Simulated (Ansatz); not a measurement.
```yaml
crystal:
  lattice:
    - [0.00000, 2.68569, 2.74148]
    - [2.68569, 0.00000, 2.74148]
    - [2.68569, 2.68569, 0.00000]
  atoms:
    - { symbol: Si, position: [0.25000, 0.25000, 0.25000] }
    - { symbol: Si, position: [0.00000, 0.00000, 0.00000] }
```

Method: PBEsol with spin-orbit coupling, rigid bands (plane waves, PAW; Ansatz, an electronic-structure program). Condition of this run: biaxial stress xx = yy = 2 GPa (compression positive) (the target of the relaxation). How the cell was made: cell and atoms relaxed with PBEsol, then loaded as said.

Task: Predict the hole conductivity mass (n e² τ/σ) at 300 K, by direction if it differs.

Result: 0.30 (x), 0.30 (y), 0.33 (z) mₑ.

Task: Predict the electron conductivity mass (n e² τ/σ) at 300 K, by direction if it differs.

Result: 0.34 (x), 0.34 (y), 0.21 (z) mₑ.

Task: And the band gap?

Result: 0.31 eV at this level; semilocal functionals usually fall short of the measured gap.

Rigid bands, one relaxation time for all states, no polarons.
